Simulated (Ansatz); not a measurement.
The reference is NbN in the rock salt structure (space group Fm-3m, No. 225; a = 4.421 Å).

(Cell as relaxed with PBE.)

Levels (all Ansatz, a first-principles code, PAW, earlier PAW set): PBE (420 eV, spin-orbit coupling left out); PBEsol (420 eV, no spin-orbit coupling).

Each level relaxes its own structure.

```tsv
base	PBE	PBEsol
volume per atom	10.80 Å³	10.50 Å³
lattice parameter a	4.421 Å	4.380 Å
band gap	zero	zero
```

The change: Ta replaces 75.0 % of the Nb, ordered in a cell of 8 atoms (starting symmetry Pm-3m) and fully relaxed.

```csv
quantity,PBE,PBEsol
shortest interatomic distance,2.208 Å,[?]
band gap,zero,[?]
deviation of the volume from the linear (Vegard-type) interpolation,0.0 %,[?]
```

**Question.** Given the PBE results, estimate those of PBEsol.

**Answer.** 
- shortest interatomic distance, PBEsol: 2.188 Å
- band gap, PBEsol: zero
- deviation of the volume from the linear (Vegard-type) interpolation, PBEsol: 0.0 %

PBE's shortest interatomic distance lies 0.0207 Å above PBEsol's (0.9 %); the two agree on the band gap and deviation of the volume from the linear. Neither level is exact; PBEsol is the comparison here, not a measurement.

These are small ordered cells, not random alloys; other orderings at the same x differ. Stability against distortions was not tested. All final runs are without spin polarisation. This is not the structure that TaN has at room temperature and ambient pressure.
